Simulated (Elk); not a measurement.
Band structure of LuB2Ru3 (P6/mmm, 6 atoms in the cell).

```
CELL_PARAMETERS angstrom
      5.43879     0.00000     0.00000
     -2.71940     4.71013     0.00000
      0.00000     0.00000     3.01059
ATOMIC_POSITIONS crystal
  Lu 0.00000 0.00000 0.00000
  B  0.66667 0.33333 0.00000
  B  0.33333 0.66667 0.00000
  Ru 0.50000 0.00000 0.50000
  Ru 0.50000 0.50000 0.50000
  Ru 0.00000 0.50000 0.50000
```

Method: LDA (PW92), all-electron FP-LAPW, Elk's shipped species files, default APW+lo basis run with Elk 10.2.4.

Settings: xctype = 3; rgkmax = 7; stype = 0; swidth = 0.00999582 Ha; ngridk = 6 6 9; rmtscf = 0.87.

The starting cell comes from a database of computed structures (which also holds hypothetical and non-ambient phases and stackings), without a prior relaxation at this level. Spin-orbit coupling is off. Spin polarisation is off. Values depend on the basis (sphere radii, cutoffs, local orbitals), which need not be converged.

Levels in eV from the Fermi level, bands 36 to 43:
| point | 36 | 37 | 38 | 39 | 40 | 41 | 42 | 43 |
|---|---|---|---|---|---|---|---|---|
| Γ | -0.74 | -0.74 | -0.74 | 0.12 | 0.12 | 0.47 | 1.22 | 1.98 |
| M | -1.44 | -0.87 | -0.75 | -0.71 | -0.39 | 0.33 | 0.73 | 2.48 |
| K | -2.00 | -0.90 | -0.46 | -0.34 | -0.34 | -0.08 | 0.89 | 2.57 |
| A | -1.42 | -0.71 | -0.09 | -0.09 | -0.02 | -0.02 | 1.13 | 1.38 |
| L | -1.41 | -1.41 | -0.26 | -0.06 | 1.05 | 1.07 | 1.37 | 1.50 |
| H | -0.58 | -0.58 | -0.57 | -0.57 | 0.72 | 1.15 | 1.15 | 1.28 |

Bands cross the Fermi level along this path, so the cell is metallic at this level.
